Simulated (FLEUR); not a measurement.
A self-consistent single point of CaSiAu (P3m1, 3 atoms in the cell) with FLEUR.

Level of theory: LDA (Perdew-Zunger), all-electron FLAPW (FLEUR), scalar-relativistic valence run with FLEUR.

```
CaSiAu
1.0
    4.30595     0.00000     0.00000
   -2.15298     3.72906     0.00000
    0.00000     0.00000     3.92279
Ca Si Au
1 1 1
Cartesian
  0.00000   0.00000   0.05000
  2.15298   1.24302   1.96139
  0.00000   2.48604   1.96139
```

Reference input (self-consistent single point, DFT, LDA (Perdew-Zunger), all-electron FLAPW (FLEUR), scalar-relativistic valence): Kmax = 4.7 1/bohr; GmaxXC = 16.4 1/bohr; xcFunctional = pz; jspins = 1; l_soc = F; mode = hist; fermiSmearingEnergy = 0.00367493 Htr; mesh (inpgen div1-3) = 3 3 3; inpgen gamma flag = false; Gmax = 16.4 1/bohr; numbands = 0; maxIterBroyd = 15. This run's input differs from it in these lines:

```diff
@@ -25,3 +25,3 @@
    <calculationSetup>
-      <cutoffs Kmax="4.7" Gmax="16.4" GmaxXC="16.4" numbands="0"/>
+      <cutoffs Kmax="5.15" Gmax="18.0" GmaxXC="18.0" numbands="0"/>
       <scfLoop itmax="80" minDistance="0.00001" maxIterBroyd="15" imix="Anderson" alpha="0.05" precondParam="0.0" spinf="2.0"/>
```

Log, with long lists cut:

```
 Iteration:     1   Distance:      15.77499588 me/bohr^3
 Iteration:     2   Distance:      12.96340735 me/bohr^3
 Iteration:     3   Distance:       5.40439985 me/bohr^3
 Iteration:     4   Distance:       5.01172731 me/bohr^3
 Iteration:     5   Distance:       1.63172368 me/bohr^3
 Iteration:     6   Distance:       0.83821073 me/bohr^3
************FLEUR-Warning*****************
Error message: Too low eigenvalue detected
Error occurred in subroutine: fermi
Hint: If the lowest eigenvalue is more than 1Htr below the lowest energy parameter, you probably have picked up a ghoststate
Error from PE:0/1
Warnings not ignored. To make the warning nonfatal create a file 'JUDFT_WARN_ONLY' in the working directory or start FLEUR with the -warn_only command line option.
```

The program stopped with an error at about iteration 6. 

The starting cell comes from a database of computed structures (which also holds hypothetical and non-ambient phases and stackings), without a prior relaxation at this level. Its lattice was rescaled by up to half a per cent. One atom was moved a little off its site on purpose. Values depend on the basis (sphere radii, cutoffs, local orbitals), which need not be converged.

Cost on one core of a shared machine: roughly 50 s.
